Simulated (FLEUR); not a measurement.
**Short convergence ladders for In (I4/mmm, 1 atom in the cell)**

```xyz
1
Lattice="-1.6299 1.6299 2.4824 1.6299 -1.6299 2.4824 1.6299 1.6299 -2.4824" Properties=species:S:1:pos:R:3 pbc="T T T"
In     0.0000     0.0000     0.0000
```

Base method: PBE, all-electron FLAPW (FLEUR), scalar-relativistic valence.

Base settings: Kmax = 4.5 1/bohr; GmaxXC = 22.5 1/bohr; xcFunctional = pbe; jspins = 1; l_soc = F; mode = hist; fermiSmearingEnergy = 0.00367493 Htr; mesh (inpgen div1-3) = 7 7 7; inpgen gamma flag = false; Gmax = 22.5 1/bohr.

Core times come from one kind of shared machine, to one figure; runs under 30 s give none.

**Shifted k-point meshes**

Only quantities that move along the ladder and can be compared are tabulated.

```tsv
kpt_div	free energy less the last step's (meV/atom)	core time / last (rough)
2 2 2	1340.40	0.08
6 6 6	15.52	0.1
10 10 10	5.35	0.2
12 12 12	0.13	0.3
20 20 20	0.00	1
```

Coarsest kpt_div that holds the free energy within 2 meV/atom of the last step, with all finer ones: 12 12 12, at about 0.3 of the last step's time; the step before is off by 5.3 meV/atom.

**The k-point mesh at a smearing width of 0.05 eV**

In this ladder: fermiSmearingEnergy = 0.00183747 Htr.

The second cell is the first with its lattice scaled by 0.98.

Only quantities that move along the ladder and can be compared are tabulated.

```tsv
kpt_div	free energy less the last step's (meV/atom)	energy of the compressed cell less the first (meV/atom)	core time / last (rough)
5 5 5	46.66	36.10	0.3
7 7 7	10.65	25.18	0.4
11 11 11	3.86	30.04	0.6
13 13 13	0.00	30.59	1
```

Coarsest kpt_div that holds the energy of the compressed cell less the first within 2 meV/atom of the last step, with all finer ones: 11 11 11; the step before is off by 5.4 meV/atom.

Coarsest kpt_div that holds the free energy within 5 meV/atom: not settled: the last two steps still differ by 3.9 meV/atom, over half the tolerance, so the ladder does not show it.

**The mesh under tetrahedron occupations**

In this ladder: mode = tetra; fermiSmearingEnergy = 0.0001 Htr; kpt_gamma = true.

Only quantities that move along the ladder and can be compared are tabulated.

```csv
kpt_div,free energy less the last step's (meV/atom),core time / last (rough)
6 6 6,295.48,0.1
9 9 9,140.36,0.3
14 14 14,27.99,0.6
17 17 17,0.00,1
```

Coarsest kpt_div that holds the free energy within 5 meV/atom: not settled: the last two steps still differ by 28 meV/atom, over half the tolerance, so the ladder does not show it.

On the base run: the starting cell has typed, rounded lattice constants, without a prior relaxation at this level. Its lattice was rescaled by up to half a per cent. Values depend on the basis (sphere radii, cutoffs, local orbitals), which need not be converged.
